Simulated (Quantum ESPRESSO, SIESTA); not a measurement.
A Quantum ESPRESSO input for a self-consistent single point of RbBr (Fm-3m, 2 atoms in the cell) (DFT, PBEsol, plane waves, GBRV 1.5 ultrasoft (PBESOL) pseudopotentials):

```fortran
&CONTROL
 calculation = 'scf'
 prefix = 'RbBr'
 outdir = './tmp/'
 pseudo_dir = './'
 verbosity = 'high'
 tprnfor = .true.
 tstress = .true.
/
&SYSTEM
 ibrav = 2
 A = 6.8462360000
 nat = 2
 ntyp = 2
 ecutwfc = 40
 ecutrho = 200
 occupations = 'smearing'
 smearing = 'fermi-dirac'
 degauss = 0.0036749
/
&ELECTRONS
 conv_thr = 1e-10
/
ATOMIC_SPECIES
Rb    85.4678  rb_pbesol_v1.uspp.F.UPF
Br    79.9040  br_pbesol_v1.4.uspp.F.UPF
ATOMIC_POSITIONS {crystal}
Rb    0.0000000000    0.0000000000    0.0000000000
Br    0.5000000000    0.5000000000    0.5000000000
K_POINTS {automatic}
7 7 7  0 0 0
```

Problem. Write the same calculation as an input for SIESTA.

Solution. This is the input that was run; spellings and numerical settings could be chosen otherwise.

```
# files in the folder: Rb.psml Br.psml (PseudoDojo PBEsol standard)
SystemName  RbBr
SystemLabel rbbr

NumberOfAtoms                2
NumberOfSpecies              2
%block ChemicalSpeciesLabel
  1 37 Rb
  2 35 Br
%endblock ChemicalSpeciesLabel
LatticeConstant              1.0 Ang
%block LatticeVectors
     0.000000000    3.423118000    3.423118000
     3.423118000    0.000000000    3.423118000
     3.423118000    3.423118000    0.000000000
%endblock LatticeVectors
AtomicCoordinatesFormat      Fractional
%block AtomicCoordinatesAndAtomicSpecies
     0.000000000    0.000000000    0.000000000  1
     0.500000000    0.500000000    0.500000000  2
%endblock AtomicCoordinatesAndAtomicSpecies

XC.functional                GGA
XC.authors                   PBEsol
PAO.BasisSize                TZP
PAO.EnergyShift              0.01 Ry
MeshCutoff                   350 Ry
%block kgrid.MonkhorstPack
    7   0   0  0.0
    0   7   0  0.0
    0   0   7  0.0
%endblock kgrid.MonkhorstPack
OccupationFunction           FD
ElectronicTemperature        580.23 K

MaxSCFIterations             150
SCF.Mixer.Method             Broyden
SCF.Mixer.Weight             0.25
SCF.Mixer.History            6
SCF.DM.Tolerance             1.0E-05
Diag.ParallelOverK           true
WriteForces                  true
```

Basis settings and potentials, where a program has them, do not carry over. This input uses DFT, GGA PBEsol, numerical atomic orbitals TZP, PseudoDojo PBEsol standard norm-conserving potentials (rewritten from UPF to PSML). Both were run: pressure -0.03 GPa in Quantum ESPRESSO and -0.19 in SIESTA; gap on the mesh 4.223 eV in Quantum ESPRESSO and 4.128 in SIESTA.

On SIESTA: the starting cell comes from a database of computed structures (which also holds hypothetical and non-ambient phases and stackings), without a prior relaxation at this level. Its lattice was rescaled by a random factor within 2.5 % of one. Values carry the incompleteness of an atom-centred basis. The basis of the alkali or alkaline-earth atoms may lack their empty d shell, which can raise the gap.

On Quantum ESPRESSO: the starting cell comes from a database of computed structures (which also holds hypothetical and non-ambient phases and stackings), without a prior relaxation at this level. Its lattice was rescaled by a random factor within 2.5 % of one.
